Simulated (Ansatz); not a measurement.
Start from BeAu (space group P2_13, No. 198; a = 4.6593 Å). Axes: x, y, z lie along the cube axes.

All numbers come from PBEsol, PAW, 420 eV (Ansatz, a first-principles code; spin-orbit coupling left out).

Before the change:

The volume per atom comes out as 12.64 Å³ and the pressure is 0.0 GPa.

Now apply this change: tensile biaxial strain of 2.15 % in the plane normal to [001], as in epitaxy on a mismatched substrate; the out-of-plane cell vector and the atoms relax.

What happens to the volume per atom, energy relative to the base and pressure?

The volume per atom rises by 0.232 Å³, from 12.64 Å³ to 12.88 Å³; the energy rises by 7.0 meV/atom; the pressure (mean of the normal stresses, compression positive) goes from zero to -2.7 GPa.

Without a gap, meshes like the base's 10×10×10 leave anisotropic stresses uncertain by several tenths of a GPa, and small strain energies with them. Whether these cells are dynamically stable was not tested.
